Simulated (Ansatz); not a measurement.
For Rb (model structure, from the diamond type, Fd-3m, No. 227), PBE-D3(BJ) (plane waves, PAW; Ansatz, a quantum-chemistry and plane-wave program) gives:

```
Property                    Value
-------------------  ------------
lattice parameter a      10.140 Å
cohesive energy      0.57 eV/atom
```

Q: What does r²SCAN+rVV10 (Ansatz, PAW) give for the same quantities?

A: 
- lattice constant a: 10.169 Å (grows by 0.3 %)
- cohesive energy: 0.51 eV/atom (drops by 0.06 eV/atom)

Changes are worked out from the printed values.

Unless a cell is named, each level is at its own relaxed cell (PBE-D3(BJ) 130.32, r²SCAN+rVV10 131.45 Å³/atom).

Ansatz's density-functional and Hartree–Fock values are scalar-relativistic unless marked +SOC, with PAW data made under PBE.

A model structure was made by putting elements into a prototype or built by hand; it is no filed structure, need not be a known phase, and can be a saddle point held by its symmetry.
